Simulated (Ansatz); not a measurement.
Consider the following.

```yaml
crystal:
  lattice:
    - [3.62232, 0.00000, 0.00000]
    - [-1.81116, 3.13703, 0.00000]
    - [0.00000, 0.00000, 5.51482]
  atoms:
    - { symbol: Zr, position: [0.00000, 0.00000, 0.00000] }
    - { symbol: S, position: [0.66667, 0.33333, 0.73795] }
    - { symbol: S, position: [0.33333, 0.66667, 0.26205] }
```

Method: PBEsol+D3BJ with spin-orbit coupling, rigid bands (plane waves, PAW; Ansatz, a first-principles code). Condition of this run: biaxial stress xx = yy = -2 GPa (compression positive) (the target of the relaxation). Cell: cell and atoms relaxed with PBEsol+d3bj, then loaded as said.

Problem. What conductivity effective mass do dilute holes have at 300 K?

Solution. 1.52 (x), 1.52 (y), 0.22 (z) mₑ.

Problem. Predict the electron conductivity mass (n e² τ/σ) at 300 K, by direction if it differs.

Solution. 0.50 (x), 0.50 (y), 1.38 (z) mₑ.

Problem. And the band gap?

Solution. 0.39 eV at this level; semilocal functionals usually fall short of the measured gap.

Rigid bands, one relaxation time for all states, no polarons. Geometry: cell and atoms relaxed with PBEsol+D3(BJ).

Computed structure with no diffraction record at hand here (it may be known, metastable or hypothetical): ZrS2 under load (space group P-3m1). PBEsol with a dispersion correction tends to overbind, so the cell can be several per cent short, in bad cases over ten, which usually narrows a gap: ZrS2 under load (space group P-3m1).
